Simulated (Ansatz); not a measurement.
The starting structures come from a database of crystals and need not be the phases stable at ambient conditions.

Input:

```
MgSe
1.0
    4.19870     0.00000     0.00000
    0.00000     4.19870     0.00000
    2.09935     2.09935     2.96893
Mg Se
1 1
Cartesian
  0.00000   0.00000   0.00000
  4.19870   2.09935   1.48446
```

Space group of this cell: F-43m, zinc blende. The cell is taken as given.

The current runs along the normal of the first two printed vectors, the (001) plane. All runs by Ansatz (a program for electronic structure), plane waves and PAW, without spin-orbit coupling; the base is r2SCAN.

| run | mean pressure (GPa) | gap (eV) | mid-gap κ (1/Å) |
|---|---|---|---|
| base | 0.2 | 3.36 | 0.226 |
| all lengths scaled by 0.98 | 3.7 | 3.65 | 0.236 |
| all lengths scaled by 1.02 | -2.4 | ___ | ___ |
| lda in place of r2scan | -1.6 | 2.40 | 0.173 |
| lengths across the current scaled by 0.98, ions clamped | 2.4 | ___ | ___ |
| lengths across the current scaled by 1.02, ions clamped | -1.6 | 3.14 | 0.217 |
| lengths along the current scaled by 0.97, ions clamped | 1.8 | ___ | ___ |
| lengths along the current scaled by 1.03, ions clamped | -1.2 | 3.19 | 0.221 |
| pbesol in place of r2scan | 0.0 | 2.52 | 0.180 |

### Question
Some entries are withheld; supply them.

### Answer

- all lengths scaled by 1.02, gap (eV): 3.08
- all lengths scaled by 1.02, mid-gap κ (1/Å): 0.215
- lengths across the current scaled by 0.98, ions clamped, gap (eV): 3.53
- lengths across the current scaled by 0.98, ions clamped, mid-gap κ (1/Å): 0.233
- lengths along the current scaled by 0.97, ions clamped, gap (eV): 3.44
- lengths along the current scaled by 0.97, ions clamped, mid-gap κ (1/Å): 0.229
